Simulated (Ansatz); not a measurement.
## GeRh (model structure, started from the CsCl type, Pm-3m, No. 221, 2 atoms in the cell): properties by level of theory

```json
[
 {"level (code)": "PBE (Ansatz)", "equilibrium lattice constant a (Å)": "3.078", "formation enthalpy (eV/atom)": "-0.291"},
 {"level (code)": "PBEsol (Ansatz)", "equilibrium lattice constant a (Å)": "3.037", "formation enthalpy (eV/atom)": "-0.350"},
 {"level (code)": "PBE-D3(BJ) (Ansatz)", "equilibrium lattice constant a (Å)": "3.043", "formation enthalpy (eV/atom)": "-0.365"},
 {"level (code)": "r²SCAN (Ansatz)", "equilibrium lattice constant a (Å)": "?", "formation enthalpy (eV/atom)": "-0.244"}
]
```

Q: Some entries are withheld; supply them.

A: 
- r²SCAN (Ansatz, an electronic-structure program), equilibrium lattice constant a (Å): 3.048

Ansatz's density-functional and Hartree–Fock values are scalar-relativistic unless marked +SOC, with PAW data made under PBE.

The crystal itself was run without spin with PBE, PBEsol, PBE-D3(BJ), r²SCAN; a magnetic state was not tried in these runs.

The computed numbers hold no vibrational or temperature effects.

A model structure was made by putting elements into a prototype or built by hand; it is no filed structure, need not be a known phase, and can be a saddle point held by its symmetry.
